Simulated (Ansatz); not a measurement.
BP under load (space group I-4m2), r2SCAN with spin-orbit coupling, rigid bands (Ansatz, an electronic-structure program). Condition of this run: biaxial stress xx = yy = -2 GPa (compression positive) (the target of the relaxation). Band gap 1.31 eV, N_c = 1.39e19 cm⁻³ and N_v = 8.80e18 cm⁻³ at 300 K, conductivity masses along y (a = (0.00, 2.28, 2.26) Å; b = (2.28, 0.00, 2.26) Å; c = (2.28, 2.28, 0.00) Å) of 0.237 mₑ (electrons) and 0.379 mₑ (holes). Take k_BT = 0.02585 eV.

What built-in voltage has an abrupt junction with N_A = 1e17 and N_D = 1e18 cm⁻³, all dopants ionised?

V_bi = E_g/e − (k_BT/e) ln(N_c N_v/(N_A N_D)) = 1.31 − 0.02585 × 7.11 = 1.13 V, for the computed gap.

Find the intrinsic carrier density and the intrinsic Fermi level.

n_i = √(N_c N_v) exp(−E_g/2k_BT) = 1.11e19 × exp(−25.34) = 1.1e8 cm⁻³. The level lies (k_BT/2) ln(N_v/N_c) = -6 meV from mid-gap (positive towards the conduction band). Each 0.1 eV added to the gap lowers n_i by a factor of 6.9.

What thermal injection velocity √(2k_BT/πm) limits a ballistic channel along the direction named?

1.11e7 cm/s for electrons and 8.74e6 cm/s for holes, a ratio of √(m_h/m_e) = 1.26, for dilute carriers.

Rigid bands with the computed gap; masses take one relaxation time for all states.
